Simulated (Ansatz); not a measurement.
Worked example: self-consistent single point of Al2O3 (R-3c, 10 atoms in the cell) in Ansatz (an electronic-structure program).

Level of theory: PBE0, PAW files (plane waves; Ansatz).

```
Al2O3
1.0
    2.44888     1.41386     4.45646
   -2.44888     1.41386     4.45646
    0.00000    -2.82773     4.45646
Al O
4 6
Cartesian
  0.00000   0.00000   1.97733
  0.00000   0.00000  11.39206
  0.00000   0.00000   4.70736
  0.00000   0.00000   8.66203
  0.94948   1.41386   7.79881
 -0.94948  -1.41386   5.57058
 -1.69918   0.11534   7.79881
  1.69918  -0.11534   5.57058
  0.74970  -1.52921   7.79881
 -0.74970   1.52921   5.57058
```

Reference input (self-consistent single point, DFT, PBE0, plane waves, PAW files made with PBE): basis.ecutwfc = 420 eV; kpoints.mp_grid.grid = 4 4 4; kpoints.mp_grid.shift = 0.5 0.5 0.5; hamiltonian.xc = pbe0; hamiltonian.pseudopotentials = {kind: paw} (the program's default PAW files); scf.occupations.method = fixed. This run's input differs from it in these lines:

```diff
@@ -25,2 +25,3 @@
   occupations: { method: fixed }
+  algorithm: direct_min
 output:
```

Output (repeated stretches shortened):

```
Error: scf.algorithm: direct_min / scf.convergence.dm_fallback with hamiltonian.xc: <hybrid> without scf.eigensolver.kind.support_functions — direct minimisation on plane waves has no term of exact exchange; use an LDA or a GGA, or take scf.algorithm: direct_min and scf.convergence.dm_fallback out of the deck
```

The program stopped before any SCF iteration. 

The starting cell comes from a database of computed structures (which also holds hypothetical and non-ambient phases and stackings), without a prior relaxation at this level. Its lattice was rescaled by a random factor within 2.5 % of one.

Keys are those of Ansatz 0.2.
